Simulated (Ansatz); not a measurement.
Consider the following.

```yaml
crystal:
  lattice:
    - [-2.64079, 2.64079, 5.28583]
    - [2.64079, -2.64079, 5.28583]
    - [2.64079, 2.64079, -5.28583]
  atoms:
    - { symbol: Cu, position: [0.00000, 0.00000, 0.00000] }
    - { symbol: Cu, position: [0.75000, 0.25000, 0.50000] }
    - { symbol: Zn, position: [0.25000, 0.75000, 0.50000] }
    - { symbol: Sn, position: [0.50000, 0.50000, 0.00000] }
    - { symbol: S, position: [0.36983, 0.89880, 0.00818] }
    - { symbol: S, position: [0.10120, 0.10938, 0.47103] }
    - { symbol: S, position: [0.89062, 0.36165, 0.99182] }
    - { symbol: S, position: [0.63835, 0.63017, 0.52897] }
```

No spin polarisation.

Level of theory: PBE (Ansatz, a first-principles code; PAW; 420 eV plane waves; scalar-relativistic without spin-orbit coupling). Settings: 9×9×9 k-points, 0.05 eV Fermi–Dirac smearing.

**Question.** Estimate the electron mass.

**Answer.** 0.081 mₑ (at Γ).

**Question.** Predict the band gap.

**Answer.** 0.34 eV.

**Question.** What hole mass does the calculation give?

**Answer.** 0.083 mₑ along c, 0.69 mₑ across (at Γ).

Load acts through the strain it causes; cell and atoms are relaxed under it. Effective masses come from finite differences of ±0.01 Å⁻¹. Whether these cells are dynamically stable was not tested. No other phases were tried under pressure. All final runs are without spin polarisation. The cell was made from ZnCu₂SnS₄ (space group I-4, No. 82) by this change: pressure 9 GPa.
